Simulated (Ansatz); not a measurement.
GaAs: response to strain

The parent structure is GaAs in the zinc blende structure (space group F-43m, No. 216).

```yaml
crystal:
  lattice:
    - [0.00000, 2.82948, 2.82948]
    - [2.82948, 0.00000, 2.82948]
    - [2.82948, 2.82948, 0.00000]
  atoms:
    - { symbol: Ga, position: [0.00000, 0.00000, 0.00000] }
    - { symbol: As, position: [0.25000, 0.25000, 0.25000] }
```

Cartesian axes are those of the cell as printed.

Strains are applied to the cell and any free atomic positions relax; under biaxial strain the out-of-plane vector relaxes too.

Level of theory: Ansatz (a program for electronic structure), PBEsol, PAW, cutoff 420 eV, no SOC.

Candidates:
(a) biaxial strain −2.50 %, plane normal [001], relaxed out of plane
(b) biaxial strain +1.00 %, plane normal [001], relaxed out of plane
(c) biaxial strain +2.50 %, plane normal [001], relaxed out of plane
(d) biaxial strain −2.00 %, plane normal [001], relaxed out of plane

Notes on the quantities. energy relative to the base: free energy F.

Order them by energy relative to the base, lowest first.

(b) biaxial strain +1.00 %, plane normal [001], relaxed out of plane (+1.6 meV/atom), (d) biaxial strain −2.00 %, plane normal [001], relaxed out of plane (+6.8 meV/atom), (c) biaxial strain +2.50 %, plane normal [001], relaxed out of plane (+9.5 meV/atom), (a) biaxial strain −2.50 %, plane normal [001], relaxed out of plane (+11 meV/atom)

Stability against distortions was not tested. All final runs are without spin polarisation.
